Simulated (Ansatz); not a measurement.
We look at the formation energy of BaTiO3 (cubic perovskite, Pm-3m) from the elements. Reaction: Ti (hcp) + Ba (bcc) + 3/2 O2 (gas) → BaTiO3 (cubic perovskite). The sign is products less reactants. The value is per atom of the solid.

BaTiO3 (cubic perovskite, Pm-3m), 5 atoms in the cell; spin state with PBE: run without spin, k-point mesh 8×8×8 on the run's own vectors.
```yaml
crystal:
  lattice:
    - [4.01924, 0.00000, 0.00000]
    - [0.00000, 4.01924, 0.00000]
    - [0.00000, 0.00000, 4.01924]
  atoms:
    - { symbol: Ba, position: [0.50000, 0.50000, 0.50000] }
    - { symbol: Ti, position: [0.00000, 0.00000, 0.00000] }
    - { symbol: O, position: [0.50000, 0.00000, 0.00000] }
    - { symbol: O, position: [0.00000, 0.50000, 0.00000] }
    - { symbol: O, position: [0.00000, 0.00000, 0.50000] }
```

Ti (hcp, P6₃/mmc), 2 atoms in the cell; spin state with PBE: run without spin, k-point mesh 24×24×14 on the run's own vectors. Conventional cell: a = b = 2.9396 Å, c = 4.6537 Å, α = β = 90.00°, γ = 120.00°.

Ba (bcc, Im-3m), 1 atom in the cell, k-point mesh 18×18×18 on the run's own vectors. Conventional cell: a = b = c = 5.0200 Å, α = β = γ = 90.00°.

An isolated O2 molecule (triplet) in a box of 11 × 11 × 13 Å.

All numbers come from Ansatz (a quantum-chemistry and plane-wave program), plane waves with PAW, its PAW set soft_1, cutoff 420 eV. The structures are at rest with PBE; other levels are single points on them. HSE06 runs on coarser k-point meshes, mended by the PBE difference between the two meshes. Some cells are metallic or hold partly filled levels, where a hybrid on a coarse mesh is less sure. Neutral cells; Fermi-Dirac smearing of at most 0.10 eV in the solids, energies taken to zero width. The lattices are those relaxed with PBE, so at other levels the solids can be strained, which adds to the spread. A dispersion term (D3(BJ), or D4 for r2SCAN) was computed beside these levels and is taken off wherever the name lacks it. Space groups of crystals are read within 0.01 Å. No zero-point or thermal terms. The structures are the rest points that the relaxations reached, not proven lowest. Spin-orbit coupling is left out.

Task: Estimate the value that PBE returns for this input.

Result: -3.09 eV/atom, for Ti (hcp) + Ba (bcc) + 3/2 O2 (gas) → BaTiO3 (cubic perovskite).

Task: How does the value move with the functional?

Result: 
```csv
Functional,value (eV/atom),less PBE
HSE06,-3.22,-0.13
```

The levels shown span 0.13 eV/atom, from HSE06 (-3.22) to PBE (-3.09).
